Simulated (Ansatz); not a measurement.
Consider BN in the zinc blende structure (space group F-43m, No. 216; a = 3.581 Å). Axes: x, y, z lie along the cube axes.

Computed with LDA (Ansatz, a program for electronic structure; PAW; 420 eV plane waves; no spin-orbit coupling).

Now apply this change: the cell is scaled by 0.9800 in all directions; the atoms relax in the strained cell.

### Question
Predict the stress tensor and what it implies for the stiffness.

### Answer
Stress of the strained cell less that of the base (GPa, compression positive):
```
  27.21    0.00    0.00
   0.00   27.21    0.00
   0.00    0.00   27.21
```

Then B = −ΔP/(ΔV/V₀) with ΔV/V₀ = -0.0588 gives secant stiffness values (nonlinear terms included at this strain): B ≈ 463 GPa.

As a check, the harmonic strain energy −½ V₀ Δσ:ε is 29 meV/atom; the computed energy rise is 27 meV/atom.

No phonon test of stability was made.
